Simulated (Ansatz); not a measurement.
This Ansatz (a quantum-chemistry and plane-wave program) input is the reference run, Si in the diamond structure (space group Fd-3m, No. 227), computed with Ansatz r2SCAN, without spin-orbit coupling, earlier PAW set:

Ansatz 0.2 input:
```yaml
crystal:
  lattice:
    - [0, 2.7220294964, 2.7220294964]
    - [2.7220294964, 0, 2.7220294964]
    - [2.7220294964, 2.7220294964, 0]
  atoms:
    - { symbol: Si, position: [0.5, 0.5, 0.5] }
    - { symbol: Si, position: [0.75, 0.75, 0.75] }
basis: { ecutwfc: 500, ecutrho_ratio: 4, xc_grid: 4, fft_grid_basis: typed }
kpoints: { mp_grid: { grid: [24, 24, 24] } }
hamiltonian:
  xc: r2scan
  dispersion: none
  pseudopotentials: { azcp: { folder: ./paw }, kind: paw }
scf: { occupations: { method: fermi_dirac, width: 0.0259 }, convergence: { dr2_threshold: 0.0000000002 } }
output: { forces: true, stress: true }
checkpoint: { write: state.ck, write_every: 1000 }
```

### Question
Write the input for this change: 0.121 electrons added to each cell, a density of 3.0×10^21 cm⁻³, with a uniform compensating background at fixed cell and a 300 K Fermi–Dirac width.

### Answer
Ansatz 0.2 input:
```yaml
crystal:
  lattice:
    - [0, 2.7220294964, 2.7220294964]
    - [2.7220294964, 0, 2.7220294964]
    - [2.7220294964, 2.7220294964, 0]
  atoms:
    - { symbol: Si, position: [0.5, 0.5, 0.5] }
    - { symbol: Si, position: [0.75, 0.75, 0.75] }
basis: { ecutwfc: 500, ecutrho_ratio: 4, xc_grid: 4, fft_grid_basis: typed }
kpoints: { mp_grid: { grid: [24, 24, 24] } }
hamiltonian:
  xc: r2scan
  dispersion: none
  pseudopotentials: { azcp: { folder: ./paw }, kind: paw }
total_charge: -0.121012
scf: { occupations: { method: fermi_dirac, width: 0.0259 }, convergence: { dr2_threshold: 0.0000000002 } }
relax: { f_tol: 0.005, max_steps: 30 }
output: { forces: true, stress: true }
checkpoint: { write: state.ck, write_every: 1000 }
```
This is the input that was run.

Carriers are added with a uniform compensating background; total energy and stress of such cells depend on the potential's zero and are not compared; many-body gap narrowing is missing at this level. Whether these cells are dynamically stable was not tested.
